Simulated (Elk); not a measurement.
Worked example: self-consistent single point of ScCd3 (P6_3/mmc, 8 atoms in the cell) in Elk.

Computed with LDA (PW92), all-electron FP-LAPW, Elk's shipped species files, APW+lo basis with extra local orbitals (Elk).

The change in words: lattice scaled by 0.98. Reference geometry:
```xyz
8
Lattice="6.3542 0.0000 0.0000 -3.1771 5.5029 0.0000 0.0000 0.0000 4.8475" Properties=species:S:1:pos:R:3 pbc="T T T"
Sc     0.0000     3.6686     1.2119
Sc     3.1771     1.8343     3.6356
Cd     3.1771     3.6770     1.2119
Cd     0.0000     1.8259     3.6356
Cd    -1.5958     4.5899     3.6356
Cd     4.7729     0.9129     1.2119
Cd     1.5812     0.9129     1.2119
Cd     1.5958     4.5899     3.6356
```

Reference input (self-consistent single point, DFT, LDA (PW92), all-electron FP-LAPW, Elk's shipped species files, APW+lo basis with extra local orbitals): rgkmax = 7.5; stype = 0; swidth = 0.00367493 Ha; ngridk = 4 4 5; tforce = true; gmaxvr = 18 1/bohr; lmaxapw = 10; lmaxo = 8; nxlo = 2; lorbcnd = true; lradstp = 2; nrmtscf = 2. This run's input differs from it in these lines:

```diff
@@ -43,8 +43,8 @@
 scale
-  12.00764144
+  11.76748949
 
 avec
-    1.0000000000   -0.0000000076    0.0000000000
-   -0.4999999934    0.8660254076    0.0000000000
-    0.0000000000    0.0000000000    0.7628848207
+    1.0000000000   -0.0000000502    0.0000000000
+   -0.4999999565    0.8660254289    0.0000000000
+    0.0000000000    0.0000000000    0.7628847637
```

Output (repeated stretches shortened):

```
│ Self-consistent loop started │
│ Loop number : 1 │
 total energy                :     -35056.8897347
│ Loop number : 2 │
 total energy                :     -35058.1364115
RMS change in Kohn-Sham potential (target) :   0.1081522483     (  0.1000000000E-05)
Absolute change in total energy (target)   :    1.246676843     (  0.1000000000E-03)
│ Loop number : 3 │
 total energy                :     -35070.1460666
RMS change in Kohn-Sham potential (target) :   0.6647867389E-01 (  0.1000000000E-05)
Absolute change in total energy (target)   :    12.32132435     (  0.1000000000E-03)
│ Loop number : 4 │
   [... lines left out ...]
Absolute change in total energy (target)   :   0.1899067785E-02 (  0.1000000000E-03)
│ Loop number : 14 │
 total energy                :     -35071.0304605
RMS change in Kohn-Sham potential (target) :   0.3327193778E-06 (  0.1000000000E-05)
Absolute change in total energy (target)   :   0.1593295237E-03 (  0.1000000000E-03)
│ Loop number : 15 │
 total energy                :     -35071.0304119
RMS change in Kohn-Sham potential (target) :   0.4316698085E-07 (  0.1000000000E-05)
Absolute change in total energy (target)   :   0.8777315088E-05 (  0.1000000000E-03)
Convergence targets achieved

│ Loop number : 16 │

Energies :
 Fermi                       :     0.260711923676
 total energy                :     -35071.0304180

Density of states at Fermi energy :    214.3195117
 (states/Hartree/unit cell)

Estimated indirect band gap :   0.1776527803E-02
 from k-point     10 to k-point      3
Estimated direct band gap   :   0.1210266960E-01
 at k-point      3

Charges :
 core                        :    200.0000000
 valence                     :    130.0000000
 interstitial                :    11.00124847
 muffin-tins (core leakage)
  species :    1 (Sc)
   atom    1                 :    19.12722590     (  0.3411825489E-08)
   atom    2                 :    19.12722590     (  0.3411825489E-08)
  species :    2 (Cd)
   atom    1                 :    46.79059180     (  0.2490580864E-03)
   [... lines left out ...]
   total force               :     0.00015929    0.00009197    0.00000000
   total magnitude           :     0.00018394
  atom :    6
   Hellmann-Feynman          :    -0.14316710   -0.08265756    0.00000000
   IBS                       :     0.14304947    0.08258964    0.00000000
   total force               :    -0.00011763   -0.00006791    0.00000000
   total magnitude           :     0.00013583
```

The run converged in 16 iterations. The count includes the last loop, which Elk runs after its targets are met. Against the reference run the total energy drops by 50.3 meV/atom.

The starting cell comes from a database of computed structures (which also holds hypothetical and non-ambient phases and stackings), without a prior relaxation at this level. For this run, on top of that: lattice scaled by 0.98. Values depend on the basis (sphere radii, cutoffs, local orbitals), which need not be converged. The log's line on a gap gives a spacing of levels on this mesh, which the program prints for metals too.

Cost on one core of a shared machine: roughly 8 min.
